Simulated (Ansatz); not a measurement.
Levels about the gap of amorphous hafnium silicate (Hf10Si10O40) (60 atoms in a cell of 836 Å³, 5.38 g/cm³; zone centre alone, so wide bands show as single levels with stretches between that a denser mesh fills), at the geometry that PBE relaxed, where it gives 0.0 GPa on a denser mesh. Exact exchange is cut at the faces of this small cell, which leaves a finite-size error. The participation number counts the atoms over which a state spreads; weights are charges in smoothed Voronoi cells. The levels come from a single point, so bond lengths are those of that geometry. Method of the levels: HSE06 (Ansatz, a first-principles code). Sampling: the zone centre alone; Fermi-Dirac width 0.02 eV; no spin polarisation. At PBE the levels at the filled edge of the gap are localised (band-tail or defect states).

It comes from a melt-quench run on a machine-learned potential (CHGNet), relaxed afterwards by DFT. O atoms were pushed apart under 1.9 Å during the dynamics, to hinder bonds among them. It is a model cell: composition and starting density were chosen by hand, and all elements were melted together. No dispersion term was used. Its density started from a set value of 5.59 and ended at 5.38 g/cm³. The simulated quench (nominally 630 K/ps over its main leg) is rapid and tends to freeze in more defects than a deposited or slowly cooled glass has. One small periodic cell is one sample of the glass; other quenches scatter about these values. The volume was free in the relaxation, at fixed shape. Stress components on the final sampling reach 1.2 GPa.

```json
[
 {"E - E(highest filled), eV": "-0.31", "filling": "filled", "participation number": "19.3", "largest on": "O, 2 neighbours", "weight O": "0.95", "weight Hf": "0.02", "weight Si": "0.02"},
 {"E - E(highest filled), eV": "-0.23", "filling": "filled", "participation number": "15.8", "largest on": "O, 2 neighbours", "weight O": "0.95", "weight Hf": "0.03", "weight Si": "0.02"},
 {"E - E(highest filled), eV": "-0.17", "filling": "filled", "participation number": "12.9", "largest on": "O, 2 neighbours", "weight O": "0.95", "weight Hf": "0.03", "weight Si": "0.01"},
 {"E - E(highest filled), eV": "-0.15", "filling": "filled", "participation number": "15.7", "largest on": "O, 2 neighbours", "weight O": "0.95", "weight Hf": "0.03", "weight Si": "0.02"},
 {"E - E(highest filled), eV": "-0.11", "filling": "filled", "participation number": "12.4", "largest on": "O, 2 neighbours", "weight O": "0.96", "weight Hf": "0.03", "weight Si": "0.01"},
 {"E - E(highest filled), eV": "-0.05", "filling": "filled", "participation number": "11.5", "largest on": "O, 2 neighbours", "weight O": "0.96", "weight Hf": "0.02", "weight Si": "0.02"},
 {"E - E(highest filled), eV": "0.00", "filling": "filled", "participation number": "6.5", "largest on": "O, 2 neighbours", "weight O": "0.96", "weight Hf": "0.02", "weight Si": "0.02"},
 {"E - E(highest filled), eV": "6.01", "filling": "empty", "participation number": "27.0", "largest on": "Hf, 6 neighbours", "weight O": "0.54", "weight Hf": "0.41", "weight Si": "0.05"},
 {"E - E(highest filled), eV": "6.26", "filling": "empty", "participation number": "17.7", "largest on": "Hf, 5 neighbours", "weight O": "0.36", "weight Hf": "0.62", "weight Si": "0.02"},
 {"E - E(highest filled), eV": "6.45", "filling": "empty", "participation number": "8.8", "largest on": "Hf, 6 neighbours", "weight O": "0.36", "weight Hf": "0.62", "weight Si": "0.02"},
 {"E - E(highest filled), eV": "6.53", "filling": "empty", "participation number": "15.9", "largest on": "Hf, 5 neighbours", "weight O": "0.39", "weight Hf": "0.58", "weight Si": "0.03"},
 {"E - E(highest filled), eV": "6.57", "filling": "empty", "participation number": "18.2", "largest on": "Hf, 6 neighbours", "weight O": "0.41", "weight Hf": "0.56", "weight Si": "0.03"},
 {"E - E(highest filled), eV": "6.75", "filling": "empty", "participation number": "14.5", "largest on": "Hf, 6 neighbours", "weight O": "0.35", "weight Hf": "0.63", "weight Si": "0.02"},
 {"E - E(highest filled), eV": "6.81", "filling": "empty", "participation number": "12.4", "largest on": "Hf, 6 neighbours", "weight O": "0.35", "weight Hf": "0.62", "weight Si": "0.03"}
]
```

Most localised among these is the filled level at +0.00 eV, on a O atom, which has 2 neighbours (Si 1.62 Å, Hf 2.00 Å).
